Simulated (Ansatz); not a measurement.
Pb on the Si site + C vacancy (Pb_Si+V_C) in 4H silicon carbide (start: the Si(k) site; C(k) 1.90 Å away, along c; 96-site cell, 2×2×2 shifted sampling). Level of theory: PBE, PAW (plane waves to 420 eV; Ansatz, a quantum-chemistry and plane-wave program). Total energies of the localised charge states, counted from that of charge +2, and their image corrections (point charge with alignment); the host's valence-band maximum lies at 9.362 eV on the cells' energy zero and its gap is 2.23 eV.

| charge | moment (μB) | E − E(first) (eV) | correction (eV) |
|---|---|---|---|
| +2 | not spin-polarised | 0.000 | 0.928 |
| +1 | 1.0 | 11.046 | 0.303 |
| 0 | not spin-polarised | 22.004 | 0.019 |
| −1 | 1.0 | 33.281 | 0.029 |

Task: Derive the transition levels above the valence-band maximum and say which of them are thermodynamic.

Result: A level is the Fermi energy at which two charges have equal formation energy: ε(q/q′) = [E(q′) + corr(q′) − E(q) − corr(q)] / (q − q′) − E_VBM.
ε(+2/+1) = [(11.046 + 0.303) − (0.000 + 0.928)] / 1 − 9.362 = 1.06 eV
ε(+1/0) = [(22.004 + 0.019) − (11.046 + 0.303)] / 1 − 9.362 = 1.31 eV
ε(0/−1) = [(33.281 + 0.029) − (22.004 + 0.019)] / 1 − 9.362 = 1.92 eV
Thermodynamic levels at least 0.1 eV inside the gap: (+2/+1) at 1.06 eV; (+1/0) at 1.31 eV; (0/−1) at 1.92 eV. They hold to tenths of an eV in this cell. Charges with a result: +2, +1, 0, −1. Others weren't obtained, and one of them could lie lower, also by skipping a charge. The geometries come from one start. Flagged in the runs: a host whose relaxation on this sampling wasn't shown to rest.
